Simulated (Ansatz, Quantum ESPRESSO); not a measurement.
## Code comparison for TePd3 (I4/mmm, 4 atoms in the cell)

Zone-centre phonon calculation.

```yaml
crystal:
  lattice:
    - [-2.20553, 2.20553, 3.26346]
    - [2.20553, -2.20553, 3.26346]
    - [2.20553, 2.20553, -3.26346]
  atoms:
    - { symbol: Te, position: [0.00000, 0.00000, 0.00000] }
    - { symbol: Pd, position: [0.75000, 0.25000, 0.50000] }
    - { symbol: Pd, position: [0.25000, 0.75000, 0.50000] }
    - { symbol: Pd, position: [0.50000, 0.50000, 0.00000] }
```

Shared settings, as Ansatz (a program for electronic structure) writes them: kpoints.mp_grid.grid = 9 9 9; scf.occupations.method = gaussian; scf.occupations.width = 0.2 eV. Potentials and cutoffs stand in the table.

```json
[
 {"code": "Ansatz", "model": "LDA (PW92), PAW files made with PBE", "highest zone-centre frequency (cm⁻¹)": "180", "cutoff": "420 eV"},
 {"code": "Quantum ESPRESSO", "model": "LDA (PZ), PSlibrary PAW (LDA) pseudopotentials", "highest zone-centre frequency (cm⁻¹)": "184", "cutoff": "40 Ry"}
]
```

On Ansatz's run: spin-orbit coupling is off. Spin polarisation is off.

The spread over the programs that give each value: highest zone-centre frequency within 4.0 cm⁻¹.

The same LDA comes in different parametrisations, which differ slightly.

The starting cell comes from a database of computed structures (which also holds hypothetical and non-ambient phases and stackings), without a prior relaxation at this level. Its lattice was rescaled by a random factor within 2.5 % of one.

Keys are those of Ansatz 0.2.
